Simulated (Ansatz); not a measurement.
# A computed series for CdSe: response to strain

The reference is CdSe in the zinc blende structure (space group F-43m, No. 216; a = 6.133 Å). Axes: x, y, z lie along the cube axes.

Strains are applied to the cell and any free atomic positions relax; under biaxial strain the out-of-plane vector relaxes too.

Calculations: r2SCAN (Ansatz, a quantum-chemistry and plane-wave program), no SOC.

```csv
"biaxial strain, plane normal [111], relaxed out of plane (%)",out-of-plane strain (%)
-2.5,2.27
-2.08,1.89
-1.67,?
-1.25,1.14
-0.83,0.76
-0.42,0.39
0,0.00
```

**Question.** Fit ε⊥ = −νε + γε² (strains in %) to the rows shown and predict the withheld row.

**Answer.** Least squares on the printed values gives ν = 0.92 (the biaxial Poisson response) and γ = -0.005 (largest residual 0.00 %); this predicts 1.52 %, and the run gives 1.52 %, in agreement.

No phonon test of stability was made.
